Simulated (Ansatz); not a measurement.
fcc Al (0 0 1) on zinc-blende GaP (0 0 1) (film strained to the substrate, started from cuts of the bulks and a machine-learned relaxation; slabs Ga5P6 and Al12, which can lie off the formulas)

A periodic stack without vacuum, fcc Al (0 0 1) on zinc-blende GaP (0 0 1) (film strained to the substrate, started from cuts of the bulks and a machine-learned relaxation; slabs Ga5P6 and Al12, which can lie off the formulas): substrate slab Ga5P6, film Al12, surface cells [[1, 0], [1, 1]] and [[0, -1], [2, 1]], film strained by -3.7 and -3.7 %, outermost planes P/P and Al/Al as cut, which need not be the usual terminations and can put a slab off its formula.

The start was prepared with a machine-learned potential, and the result is one local minimum, with the in-plane cell held and forces under 0.04 eV/Å; the film can end far from its bulk form.

Level of theory: PBE (plane waves to 420 eV, PAW; Ansatz, a program for electronic structure). Scalar-relativistic, without spin–orbit coupling; the runs are not spin-polarised; PBE gaps are too small against experiment. Its k-point mesh 8×8×1, Fermi–Dirac width 0.05 eV.

| Item | Result |
|---|---|
| interface area | 15.2 Å² |
| period | 28.08 Å |
| heights between the nearest atoms of the two slabs at the two interfaces | 1.61 and 1.60 Å |
| Al–P contacts across the interfaces within 1.22 times the sum of covalent radii | 7, mean 2.61 Å |
| hole barrier (PBE) | 0.80 eV |
| electron barrier (PBE) | 0.77 eV |

```xyz
23
Lattice="3.8942 0.0003 -0.0028 0.0000 3.8933 0.1421 1.9278 2.6765 28.1942" Properties=species:S:1:pos:R:3 pbc="T T T"
Ga     3.7317     4.1938     5.2821
Ga     1.7824     2.3532     2.4526
Ga     3.7372     3.9926    10.7832
Ga     1.7881     2.1460     7.9631
Ga     1.7872     1.9446    13.4715
P      3.7304     2.2969     3.8309
P      1.7777     4.3462     1.0173
P      3.7366     2.0963     9.3377
P      1.7856     4.1425     6.6590
P      3.7392     1.8700    14.9788
P      1.7909     3.9417    12.1648
Al     3.6965     5.5815    19.0149
Al     1.7467     3.6378    18.8819
Al     1.7500     5.6640    17.0594
Al     3.6935     3.7435    16.6602
Al     3.6951     5.4109    23.1346
Al     1.7484     3.4627    23.1084
Al     1.7481     5.4932    21.0999
Al     3.6959     3.5482    20.9965
Al     3.7002     5.2458    27.1951
Al     5.6496     3.2916    27.4722
Al     5.6462     5.3257    25.2957
Al     3.6985     3.3764    25.1572
```
